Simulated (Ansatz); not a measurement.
A relaxation of cell and atoms of NiAl (Pm-3m, 2 atoms in the cell) with Ansatz (a program for electronic structure).

Method: LDA (PW92), default PAW files made with PBE (plane waves; Ansatz).

The change in words: atoms on their sites; basis.ecutwfc: 420 eV → 250 eV; relax: default → cell and atoms. Reference geometry:
```xyz
2
Lattice="2.8813 0.0000 0.0000 0.0000 2.8813 0.0000 0.0000 0.0000 2.8813" Properties=species:S:1:pos:R:3 pbc="T T T"
Al     1.4407     1.4407     1.4907
Ni     0.0000     0.0000     0.0000
```

Reference input (self-consistent single point, DFT, LDA (PW92), plane waves, default PAW files made with PBE): basis.ecutwfc = 420 eV; kpoints.mp_grid.grid = 11 11 11; hamiltonian.xc = lda; hamiltonian.pseudopotentials = {kind: paw} (the program's default PAW files); scf.occupations.method = fermi_dirac; scf.occupations.width = 0.1 eV. This run's input differs from it in these lines:

Ansatz 0.2 input:
```diff
@@ -6,6 +6,6 @@
   atoms:
-    - { symbol: Al, position_ang: [1.44066500, 1.44066500, 1.49066472] }
+    - { symbol: Al, position_ang: [1.44066500, 1.44066500, 1.44066500] }
     - { symbol: Ni, position_ang: [0.00000000, 0.00000000, 0.00000000] }
 basis:
-  ecutwfc: 420.0
+  ecutwfc: 250.0
 kpoints:
@@ -17,2 +17,4 @@
   occupations: { method: fermi_dirac, width: 0.1 }
+relax:
+  cell: {}
 output:
```

Output, abridged:

```
   [... SCF lines of the steps left out ...]
relax step   1: F+E_penalty+E_count = -6285.07796404 eV  Δ(F+E_penalty+E_count) = +0.000e0 eV  max|allowed force component| = 3.780e-31 eV/Å  Δτ_max = 0.0000 Å  P = -6.930 GPa  Ω = 23.921 Å³  (7 SCF iters, dr2 threshold 1.00e-7 eV, accepted)
relax step   2: F+E_penalty+E_count = -6285.47297107 eV  Δ(F+E_penalty+E_count) = -3.950e-1 eV  max|allowed force component| = 9.450e-32 eV/Å  Δτ_max = 0.0000 Å  P = +10.317 GPa  Ω = 23.315 Å³  energy of the carried Pulay correction = +4.014e-1 eV  [...]
   [... lines left out ...]
relax step 119: F+E_penalty+E_count = -6285.10937704 eV  Δ(F+E_penalty+E_count) = -1.990e-2 eV  max|allowed force component| = 7.909e-32 eV/Å  Δτ_max = 0.0000 Å  P = -0.232 GPa  Ω = 23.076 Å³  stress off target by 2.32e-1 GPa  SCF on the basis [...]
relax step 120: F+E_penalty+E_count = -6285.11794501 eV  Δ(F+E_penalty+E_count) = -8.568e-3 eV  max|allowed force component| = 6.574e-31 eV/Å  Δτ_max = 0.0000 Å  P = +0.161 GPa  Ω = 23.064 Å³  energy of the carried Pulay correction = +8.565e-3 eV  [...]
Step failed. What follows is not a result of the run: it is the report of the last solve that finished, which converged after 6 SCF iterations.
Free energy (F): -6285.117945 eV
Internal energy: -6285.089995 eV  (E = F + TS)
E sigma→0 (E₀):  -6285.103970 eV
Entropy (-TS):   -0.027950 eV (-13.975 meV/atom)
Fermi energy:    14.175219 eV
--- Forces (eV/Å), atoms counted from 1 ---
   [... lines left out ...]
Error: variable-cell relaxation did not converge after 120 `relax_step` rows, as none of its last 51 fresh-basis SCF(s) at a relaxed cell met both thresholds with a finite energy. The last misses `relax.cell.stress_tol`: largest allowed force component 7.91e-32 eV/Å (`relax.f_tol` 1.00e-2 eV/Å), stress off the target on the free part of the cell 2.32e-1 GPa (`relax.cell.stress_tol` 5.00e-2 GPa), F+E_penalty+E_count -6285.10937704 eV. The closest is row 51, whose structure comes with this error. Larger ratio of force or stress to its threshold at each such SCF whose figures are numbers: 102.023, 56.261, 29.105, 7.979, 5.599, 5.641, 4.700, 4.700, 4.690, 4.655, 1.554, 1.543, 4.638, [...]
   [... lines left out ...]
to start a new deck from the relaxed geometry:
  cell:  # Å, volume = 23.0734 Å³
    - [2.846887661976294, -1.0054959251321694e-32, -1.7594172512787563e-33]
    - [-1.0247552245760417e-32, 2.846887661976294, 2.2629676846550018e-33]
    - [-1.598923089246487e-33, 2.2629676846550018e-33, 2.846887661976294]
  atoms:
    - { symbol: Al, position: [0.5, 0.5, 0.5] }
    - { symbol: Ni, position: [-5.553321347347212e-49, -4.975108044477542e-49, 2.25101221651936e-49] }
```

The relaxation ended unconverged.  The full log also holds: “iter 5 did not close the SCF: its close was put off for the readings that it lacked (scf_convergence_deferred on its scf_iter line)”. The full log also holds: “iter 3 did not close the SCF: its close was put off for the readings that it lacked (scf_convergence_deferred on its scf_iter line)”.

The starting cell has typed, rounded lattice constants, without a prior relaxation at this level. Its lattice was rescaled by up to half a per cent. The cutoff lies below the one recommended for these files.

Cost on one core of a shared machine: roughly 3 min.
